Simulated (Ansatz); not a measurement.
Effect of strain tensor (xx, yy, zz, yz, xz, xy) = (−3.70, −0.59, +0.26, +0.66, +1.59, −0.49) % on Sc

The reference is Sc in the hcp (Mg type) structure (space group P6_3/mmc, No. 194; a = 3.275 Å, c = 5.105 Å; relaxed with 0.1 eV smearing). Axes: x lies along a and z along c of the hexagonal cell.

Modification: the symmetric strain tensor [-0.0370 -0.0049 0.0159; -0.0049 -0.0059 0.0066; 0.0159 0.0066 0.0026], atoms relaxed at fixed cell.

All numbers come from DFT with PBEsol, PAW potentials and a 420 eV plane-wave cutoff in Ansatz (a program for electronic structure), scalar-relativistic without spin-orbit coupling. k-mesh 20×20×12 (Γ-centred); smearing 0.1 eV (Fermi–Dirac).

```json
[
 {"quantity": "volume per atom", "base": "23.71 Å³", "changed": "22.75 Å³", "shift": "-0.96 Å³"},
 {"quantity": "space group", "base": "P6_3/mmc (No. 194)", "changed": "P-1 (No. 2)", "shift": "–"},
 {"quantity": "energy relative to the base (free energy F)", "base": "0 meV/atom", "changed": "+15 meV/atom", "shift": "+15 meV/atom"},
 {"quantity": "pressure (mean of the normal stresses, compression positive)", "base": "0.0 GPa", "changed": "2.6 GPa", "shift": "+2.6 GPa"},
 {"quantity": "band gap", "base": "zero", "changed": "zero", "shift": "–"},
 {"quantity": "stress (xx, yy, zz, yz, xz, xy; compression positive)", "base": "–", "changed": "(4.4, 2.2, 1.2, -0.4, -0.9, 0.3) GPa", "shift": "–"}
]
```

Final structure:

```
Sc
1.0
    3.15416    -0.01605     0.05208
   -1.59098     2.82783    -0.00732
    0.08117     0.03369     5.11839
Sc
2
Cartesian
  0.05907   1.92581   3.85125
  1.58529   0.91967   1.31190
```

Stability against distortions was not tested. The final runs are not spin-polarised.
